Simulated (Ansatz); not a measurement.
An Ansatz (a quantum-chemistry and plane-wave program) run: GeSb2Te4 with a change (pressure 7.5 GPa); PBE-D3(BJ), PAW, 420 eV (Ansatz; no spin-orbit coupling).

Input:

Ansatz 0.2 input:
```yaml
crystal:
  lattice:
    - [2.0633657876, 1.1912847929, 12.9798337734]
    - [-2.0633657876, 1.1912847929, 12.9798337734]
    - [0, -2.3825695858, 12.9798337734]
  atoms:
    - { symbol: Ge, position: [0, 0, 0] }
    - { symbol: Sb, position: [0.4251547016, 0.4251547016, 0.4251547016] }
    - { symbol: Sb, position: [0.5748452984, 0.5748452984, 0.5748452984] }
    - { symbol: Te, position: [0.1364320131, 0.1364320131, 0.1364320131] }
    - { symbol: Te, position: [0.8635679869, 0.8635679869, 0.8635679869] }
    - { symbol: Te, position: [0.291663038, 0.291663038, 0.291663038] }
    - { symbol: Te, position: [0.708336962, 0.708336962, 0.708336962] }
basis: { ecutwfc: 420, ecutrho_ratio: 4, xc_grid: 2, fft_grid_basis: typed }
kpoints: { mp_grid: { grid: [9, 9, 9] } }
hamiltonian:
  xc: pbe
  dispersion: d3bj
  pseudopotentials: { kind: paw }
scf: { occupations: { method: fermi_dirac, width: 0.05 } }
relax: { f_tol: 0.01, max_steps: 60, cell: { stress_tol: 0.02, p_target: 7.5 } }
output: { forces: true, stress: true }
checkpoint: { write: state.ck, write_every: 1000 }
```

Output (explanatory and most iteration lines left out):

```
Relaxation: its limit of steps is 60 (relax.max_steps)
Pseudopotential: Ge, paw, valence charge 14
Pseudopotential: Sb, paw, valence charge 15
Pseudopotential: Te, paw, valence charge 16
Crystal: 7 atoms, lattice volume = 191.431 Å³
Basis set: ecut = 420 eV, 3679 PW (Γ), exchange–correlation on 180×180×180 points (8 copies of the dense FFT grid, shifted against one another)
Bands: 65, of which v1, the nominal top of the filled ones, is band 54 counted from 1 (53 counted from 0)
Symmetry: 12 space group operations
Space group: R-3m (ITA 166), of the structure as read, at distance tolerance 5.8e-5 Å
k-points: 85 of 729
Functional: x = pbe(κ = 0.804, μ = 0.2195149727645171), c = pbe(β = 0.06672455060314922)
SCF iter   1: F=—  HF=-45187.358351 eV  |F-HF|=—  |Δ(HF+E_count)|=         —  Δρ=1.36e-3  dr2=2.03e-2  ethr=1.77e-3  ⟨swp⟩=7.4  Hψ=22076  notcnv=0  defer=50
SCF iter   2: F=—  HF=-45187.354701 eV  |F-HF|=—  |Δ(HF+E_count)|=   3.65e-3  Δρ=9.38e-4  dr2=1.08e-2  ethr=1.88e-5  ⟨swp⟩=2.0  Hψ=11126  notcnv=0  defer=138
SCF 1 converged in 9 iterations: F = -45187.354149 eV  dr2 = 2.64e-8
relax step   1: F+E_penalty+E_count = -45187.35414938 eV  Δ(F+E_penalty+E_count) = +0.000e0 eV  max|allowed force component| = 7.900e-3 eV/Å  Δτ_max = 0.0000 Å  P = +4.997 GPa  Ω = 191.431 Å³  (9 SCF iters, dr2 threshold 1.00e-7 eV, accepted)
[... steps on the carried basis left out ...]
relax step   7: F+E_penalty+E_count = -45187.10314728 eV  Δ(F+E_penalty+E_count) = -1.527e-6 eV  max|allowed force component| = 1.302e-3 eV/Å  Δτ_max = 0.0000 Å  P = +7.503 GPa  Ω = 184.977 Å³  stress off target by 5.25e-3 GPa  SCF on the basis re-selected at this cell (its energy is not comparable with the rows above)  (7 SCF iters)
SCF converged after 7 iterations
Free energy (F): -45187.103147 eV
Internal energy: -45187.095443 eV  (E = F + TS)
E sigma→0 (E₀):  -45187.099295 eV
Entropy (-TS):   -0.007704 eV (-1.101 meV/atom)
Fermi energy:    11.988500 eV
  E_disp       = -3.517835  (pairwise vdW)
--- Forces (eV/Å), atoms counted from 1 ---
  atom   1  Ge    -0.00000000     0.00000000    -0.00000000
  atom   2  Sb    -0.00000000     0.00000000    -0.00070514
  atom   3  Sb     0.00000000    -0.00000000     0.00070514
  atom   4  Te     0.00000000     0.00000000     0.00130236
  atom   5  Te     0.00000000    -0.00000000    -0.00130236
  atom   6  Te    -0.00000000    -0.00000000     0.00047298
  atom   7  Te     0.00000000     0.00000000    -0.00047298
--- Stress (GPa, compression-positive) ---
        7.502242       0.000000       0.000000
        0.000000       7.502242      -0.000000
        0.000000      -0.000000       7.505246
  P = ⅓ Tr σ = 7.5032 GPa (75.032 kbar)
--- Relaxed structure (5 steps of the walk, 4 accepted, 2 SCFs on fresh bases) ---
  cell:  # Å, volume = 184.9771 Å³
    - [2.033210223141043, 1.173874469649583, 12.917030088925541]
    - [-2.033210223141043, 1.173874469649583, 12.917030088925541]
    - [-9.302013172041181e-33, -2.347748939299162, 12.917030088925541]
  atoms:
    - { symbol: Ge, position: [2.5854444100003203e-20, 2.5854444100003157e-20, 2.585444410000322e-20] }
    - { symbol: Sb, position: [0.4252439516795164, 0.4252439516795164, 0.4252439516795165] }
    - { symbol: Sb, position: [0.5747560483204837, 0.5747560483204837, 0.5747560483204837] }
    - { symbol: Te, position: [0.13705381009871015, 0.13705381009871015, 0.13705381009871015] }
    - { symbol: Te, position: [0.8629461899012901, 0.8629461899012901, 0.8629461899012901] }
    - { symbol: Te, position: [0.29170178296871974, 0.29170178296871974, 0.29170178296871974] }
    - { symbol: Te, position: [0.7082982170312803, 0.7082982170312803, 0.7082982170312803] }
```

The mesh was chosen for an insulator and is coarse for the gapless case. Spin-orbit coupling, missing from the scalar runs, can matter with Sb and Te. Load acts through the strain it causes; cell and atoms are relaxed under it. Stability against distortions was not tested. Competing high-pressure phases were not computed. The final runs are not spin-polarised. The cell was made from GeSb₂Te₄ (space group R-3m, No. 166) by this change: pressure 7.5 GPa.
